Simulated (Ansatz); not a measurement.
The starting structures come from a database of crystals and need not be the phases stable at ambient conditions.

By PBEsol, the system below comes out a metal.

Here is the system:

```
CELL_PARAMETERS angstrom
      4.14652     0.00000     0.00000
      0.00000     9.18091     0.00000
      0.00000     0.00000    11.28898
ATOMIC_POSITIONS crystal
  Co 0.75000 0.08792 0.47833
  Co 0.25000 0.91208 0.52167
  Co 0.25000 0.41208 0.97833
  Co 0.75000 0.58792 0.02167
  Bi 0.75000 0.41003 0.82304
  Bi 0.25000 0.58997 0.17696
  Bi 0.25000 0.08997 0.32304
  Bi 0.75000 0.91003 0.67696
  Bi 0.75000 0.30427 0.10518
  Bi 0.25000 0.69573 0.89482
  Bi 0.25000 0.19573 0.60518
  Bi 0.75000 0.80427 0.39482
  Bi 0.75000 0.37817 0.41223
  Bi 0.25000 0.62183 0.58777
  Bi 0.25000 0.12183 0.91223
  Bi 0.75000 0.87817 0.08777
```

Space group of this cell: Pnma. The cell is taken as given; by PBEsol its mean pressure is -3.8 GPa.

The current flows along the normal of the first two printed cell vectors. No spin-orbit coupling; the value is a mean over 0.1 eV about the Fermi level.

Give the ballistic conductance per area that Ansatz (a program for electronic structure) with PBEsol yields.

0.26 × 10¹⁵ S/m² for both spins.
